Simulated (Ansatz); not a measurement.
Element substitutions in Sn

Base system: Sn (space group I4_1/amd, No. 141; a = 5.886 Å, c = 3.184 Å).

Each row replaces one element on all its sites; cell and atoms are relaxed.

Computed with Ansatz (a program for electronic structure) r2SCAN, spin-orbit coupling left out.

Candidates:
(a) Sn → Ru
(b) Sn → Ti
(c) Sn → Ir
(d) Sn → Zn

For the base:

```
Property            Value
---------------  --------
Volume per atom  27.58 Å³
```

Problem. Order them by volume per atom, highest first.

Solution. (b) Sn → Ti (17.17 Å³), (d) Sn → Zn (16.44 Å³), (c) Sn → Ir (15.90 Å³), (a) Sn → Ru (15.21 Å³)

No phonon test of stability was made. As relaxed here, Ru, Ti, Ir and Zn are hypothetical phases, not in the database extracts checked. All final runs are without spin polarisation.
